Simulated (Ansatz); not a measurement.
# Electron-phonon data for ScGa₃ (Pm-3m)

Consider the following.

```yaml
crystal:
  lattice:
    - [4.05184, 0.00000, 0.00000]
    - [0.00000, 4.05184, 0.00000]
    - [0.00000, 0.00000, 4.05184]
  atoms:
    - { symbol: Sc, position: [0.00000, 0.00000, 0.00000] }
    - { symbol: Ga, position: [0.50000, 0.50000, 0.00000] }
    - { symbol: Ga, position: [0.00000, 0.50000, 0.50000] }
    - { symbol: Ga, position: [0.50000, 0.00000, 0.50000] }
```

The numbers are results of PBEsol, DFPT electron-phonon coupling, linearised Boltzmann equation (plane waves, PAW, scalar-relativistic; Ansatz, a quantum-chemistry and plane-wave program), not measurements. How the cell was made: relaxed with this functional, without spin-orbit coupling.

```json
{
 "resistivity at 300 K": "11.9 μΩ·cm",
 "drude_plasma_energy": "7.1 eV",
 "Hall coefficient at 300 K": "-27 ×10⁻¹¹ m³/C"
}
```

A metal at this level (no band gap). Only scattering by harmonic phonons is included (no impurities, grain boundaries, electron-electron scattering or thermal expansion). Spin-orbit coupling is left out. The squared frequency of the phonon mode least converged on the k mesh is uncertain by about 11 %. Halving the electron mesh (20x20x20) moves the resistivity by up to 9 % at 300 K. Smearing 0.20 eV; phonons on a 4x4x4 q mesh, which this run doesn't test and which matters most at low temperature.

Formula and space group known from diffraction (Crystallography Open Database), not checked to be the room-temperature form: ScGa3 (Pm-3m).
